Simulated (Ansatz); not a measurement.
**Ti under a change: Ti → Zr**

The reference is Ti (space group P6/mmm, No. 191; a = 4.568 Å, c = 2.825 Å; a cell from a computed database, its experimental status unchecked).

It is then changed as follows: Zr takes the place of Ti on all its sites, then cell and atoms are relaxed.

The values are results of plane-wave PAW DFT at the r2SCAN level (Ansatz, a quantum-chemistry and plane-wave program, 500 eV), spin-orbit coupling left out, earlier PAW set, not measurements. Settings: 11×11×15 k-points, 0.05 eV Fermi–Dirac smearing, for the changed cell.

```json
{
  "volume_per_atom": "23.14 Å³ (base 17.02 Å³)",
  "density": "6.55 g/cm³ (base 4.67 g/cm³)",
  "lattice_parameter_a": "5.039 Å (base 4.568 Å)",
  "c/a ratio": "0.626 (base 0.618)",
  "space_group": "P6/mmm (No. 191) (base P6/mmm (No. 191))",
  "shortest_interatomic_distance": "2.909 Å (base 2.638 Å)",
  "band_gap": "zero (base zero)"
}
```

Final structure:

```xyz
3
Lattice="5.0391 0.0000 0.0000 -2.5196 4.3640 0.0000 0.0000 0.0000 3.1569" Properties=species:S:1:pos:R:3 pbc="T T T"
Zr     0.0000     0.0000     0.0000
Zr     0.0000     2.9093     1.5785
Zr     2.5196     1.4547     1.5785
```

No phonon test of stability was made. For Zr in this form, whether it has been made was not checked. All final runs are without spin polarisation. This is not the structure that Zr has at room temperature and ambient pressure. This is not the structure that Ti has at room temperature and ambient pressure.
